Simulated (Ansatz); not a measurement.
Ta5Ge3 (I4/mcm, No. 140; cell taken from a computed entry), treated with PBEsol in Ansatz (PAW).

Numerical settings: plane-wave cutoff 500 eV, 8×8×8 k mesh, Fermi–Dirac smearing 0.05 eV, scalar-relativistic PAW data made under PBE.

Computed at the level's own relaxed cell.

**Question.** Predict the equilibrium volume per atom, lattice parameter a and c axis length.

**Answer.** 
equilibrium volume per atom: 16.28 Å³/atom
lattice parameter a: 6.598 Å
c axis length: 11.966 Å

The run finds no gap.

Note: the relaxation could not lower the start's symmetry, so the cell can be a saddle point above a distorted one.

Spin–orbit coupling is not included.

The computed numbers hold no vibrational or temperature effects.

It cost roughly 15 core-minutes of CPU time.

Ansatz is a quantum-chemistry and plane-wave program.
